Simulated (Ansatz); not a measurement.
## BAs: energy against volume

BAs (zinc blende, F-43m, 13.904 Å³/atom and stress up to 0.01 GPa in the relaxed cell, cube axes along x, y and z) under an equal strain ε along all three axes. PBE in Ansatz, a plane-wave DFT program (PAW, default set), 420 eV, 12×12×12 Γ-centred mesh, Fermi-Dirac smearing 0.05 eV; ions are relaxed, or left where forces stay under 0.02 eV/Å, within the symmetry of each cell.

Here V stands for volume and E for E less E0.

```csv
volume (Å³/atom),E less E0 (meV/atom),pressure (GPa)
12.6900,?,?
13.0865,21.89,9.02
13.2879,12.13,6.54
13.4912,5.31,4.22
13.6967,1.31,2.04
13.9042,0.00,0.00
14.1138,1.27,-1.90
14.3255,4.97,-3.68
14.5393,11.01,-5.35
14.7553,19.27,-6.90
```

Problem. Using the third-order Birch-Murnaghan form, a cubic in V^(-2/3), estimate the missing E at V = 12.6900 from the other rows, showing the fit.

Solution. With u = V^(-2/3) - 0.173, the rows have u = 0.007074, 0.005250, 0.003455, 0.001685, -0.000057, -0.001774, -0.003465, -0.005131, -0.006773. Least squares gives E = 0.008 + 51.29·u + 428783·u² + 187335·u³. Residuals (row less fit): -0.004, 0.007, -0.001, -0.003, -0.006, 0.005, -0.001, 0.002, -0.002; standard error 0.005 (degrees of freedom: 5). Its minimum lies at u = -0.000060, so V0 = (0.172940)^(-3/2) = 13.90. There d²E/du² = 857500 and d³E/du³ = 1124000, so B0 = (4/9) × 13.90^(-7/3) × 857500 × 0.160218 = 131 GPa (the last factor turns the table's units into GPa), and B0' = 4 + (2/3) × 0.172940 × (1124000)/857500 = 4.2. B0' rests on the cubic coefficient alone and has a standard error of 0.1 from these residuals. At the withheld row, u = 0.010806, so E = 0.008 + 51.29 × 0.010806 + 428783 × 0.010806² + 187335 × 0.010806³ = 50.867 meV/atom. The calculation gives 50.81 meV/atom, 0.057 meV/atom below the prediction (0.1 % of the range of E in the table). The row lies outside the fitted rows, so this is an extrapolation. The scatter of the fitted rows lies at the last printed digit.

Other structures, which can take over under pressure, weren't tried. The same form fitted to the pressure column gives B0' = 4.1; series where the two differ by over 0.4 aren't shown. Rows are the converged runs of the series near zero and its far end, less any whose ions stayed unrelaxed beside relaxed ones; series whose fitted rows scatter by over a few per cent of the range, as at a crossing or softening among them, aren't shown in this form.
